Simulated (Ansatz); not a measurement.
The starting structures come from a database of crystals and need not be the phases stable at ambient conditions.

 Where the default PAW files enter, the runs use the earlier of Ansatz's two default sets.

Given:

```
CELL_PARAMETERS angstrom
      6.52097     0.00000     0.00000
      0.00000     6.52097     0.00000
      3.26048    -3.26048     4.61102
ATOMIC_POSITIONS crystal
  Cd 0.75000 0.75000 0.50000
  Cd 0.00000 0.00000 0.00000
  In 0.87500 0.37500 0.75000
  In 0.37500 0.37500 0.25000
  In 0.37500 0.37500 0.75000
  In 0.37500 0.87500 0.25000
  O  0.13825 0.58525 0.72350
  O  0.16475 0.61175 0.22350
  O  0.13825 0.13825 0.72350
  O  0.61175 0.61175 0.22350
  O  0.58525 0.13825 0.27650
  O  0.61175 0.16475 0.77650
  O  0.13825 0.13825 0.27650
  O  0.61175 0.61175 0.77650
```

Space group of this cell: Fd-3m, spinel. The cell is taken as given; by r2SCAN its mean pressure is -0.9 GPa.

The numbers are results of r2SCAN (plane waves, PAW; Ansatz, an electronic-structure program), not measurements.

The current runs along the normal of the first two printed vectors; no spin-orbit coupling. Scaled by the factor s: the length along the current (ions clamped). The meshes follow the cell: 8×8×8 and 6×6 across at s = 0.97, 8×8×8 and 6×6 across at s = 1.00, 6×6×6 and 6×6 across at s = 1.03.

```json
[
 {"s": "0.97", "mean pressure (GPa)": "4.2", "band gap (eV)": "1.63"},
 {"s": "1.00", "mean pressure (GPa)": "-0.9", "band gap (eV)": "1.54"},
 {"s": "1.03", "mean pressure (GPa)": "-4.9", "band gap (eV)": "?"}
]
```

**Question.** Take the slope of the band gap against ln s from the two given rows, extrapolate to s = 1.03, and say what the run there gives.

**Answer.** Slope = (1.63 − 1.54) / ln 0.97 = -2.95 eV. The line gives 1.54 + (-2.95) × ln 1.03 = 1.45 eV. The run gives 1.37 eV, 0.08 eV under the line, 95 % of the predicted step.
